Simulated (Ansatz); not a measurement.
How far to go with the plane-wave cutoff: AlTc2 (I4mm, 3 atoms in the cell)

```xyz
3
Lattice="-1.4831 1.4831 4.7068 1.4831 -1.4831 4.7068 1.4831 1.4831 -4.7068" Properties=species:S:1:pos:R:3 pbc="T T T"
Al     0.0000     0.0000     0.0500
Tc     0.0000     0.0000     6.3062
Tc     0.0000     0.0000     3.1073
```

Level of theory: PBEsol, default PAW files made with PBE (plane waves; Ansatz, a first-principles code).

Base settings: basis.ecutwfc = 500 eV; kpoints.mp_grid.grid = 9 9 9; hamiltonian.xc = pbesol; hamiltonian.pseudopotentials = {kind: paw} (the program's default PAW files); scf.occupations.method = fermi_dirac; scf.occupations.width = 0.1 eV.

The second cell is the first with its lattice scaled by 0.98.

The mesh stays at the base's, so the ladder's end is converged at best in this setting alone.

The first pressure column holds Ansatz's estimate of the finite-basis (Pulay) stress, which hides part of the cutoff error; the other is without it.

Only quantities that move along the ladder and can be compared are tabulated.

The count of work is k-points × plane waves × bands × iterations; it is no time. 

The starting cell comes from a database of computed structures (which also holds hypothetical and non-ambient phases and stackings), without a prior relaxation at this level. Its lattice was rescaled by up to half a per cent. One atom was moved a little off its site on purpose. Spin polarisation is off.

| basis.ecutwfc | free energy less the last step's (meV/atom) | energy of the compressed cell less the first (meV/atom) | pressure (GPa) | pressure without the Pulay estimate (GPa) | largest difference of a force vector from the last step's (eV/Å) | count of work / last |
|---|---|---|---|---|---|---|
| 175 eV | 27908.12 | -63.20 | -35.84 | -878.08 | 9.531 | 0.064 |
| 200 eV | 15586.28 | -38.09 | -7.50 | -588.99 | 0.828 | 0.081 |
| 225 eV | 8391.15 | 55.64 | 2.75 | -374.44 | 3.042 | 0.083 |
| 250 eV | 4282.12 | 75.95 | 8.03 | -224.36 | 1.661 | 0.097 |
| 275 eV | 2077.64 | 65.41 | 4.25 | -127.46 | 0.123 | 0.10 |
| 300 eV | 969.57 | 46.74 | -0.77 | -69.44 | 0.293 | 0.12 |
| 350 eV | 197.81 | 36.32 | -1.00 | -19.26 | 0.089 | 0.16 |
| 400 eV | 30.33 | 40.15 | -0.41 | -4.31 | 0.006 | 0.19 |
| 450 eV | 3.34 | 40.56 | -0.35 | -0.83 | 0.001 | 0.23 |
| 500 eV | 1.16 | 40.57 | -0.35 | -0.36 | 0.000 | 0.26 |
| 550 eV | 1.09 | 40.56 | -0.35 | -0.36 | 0.000 | 0.30 |
| 600 eV | 1.01 | 40.56 | -0.35 | -0.35 | 0.000 | 0.34 |
| 675 eV | 0.98 | 40.56 | -0.35 | -0.35 | 0.000 | 0.41 |
| 750 eV | 0.81 | 40.55 | -0.35 | -0.37 | 0.000 | 0.49 |
| 875 eV | 0.48 | 40.55 | -0.35 | -0.36 | 0.000 | 0.61 |
| 1000 eV | 0.34 | 40.54 | -0.35 | -0.36 | 0.000 | 0.76 |
| 1200 eV | 0.00 | 40.55 | -0.35 | -0.36 | 0.000 | 1.0 |

Coarsest basis.ecutwfc that holds the energy of the compressed cell less the first within 0.5 meV/atom of the last step, with all finer ones: 400 eV, at 0.19 of the last step's count of work; the step before is off by 4.2 meV/atom.

Coarsest basis.ecutwfc that holds the forces within 0.01 eV/Å of the last step, with all finer ones: 400 eV, at 0.19 of the last step's count of work; the step before is off by 0.089 eV/Å.

Coarsest basis.ecutwfc that holds the pressure within 1 GPa of the last step, with all finer ones: 300 eV, at 0.12 of the last step's count of work; the step before is off by 4.6 GPa.

The energy difference between the two cells stays within 1 meV/atom of the last step's from 400 eV on, the total only from 675 eV on: much of the error is common to both cells and cancels.

At the lowest cutoff the pressure without the Pulay estimate lies 878 GPa under the last step's, the usual sign of Pulay stress in an incomplete plane-wave basis.

Keys are those of Ansatz 0.2.
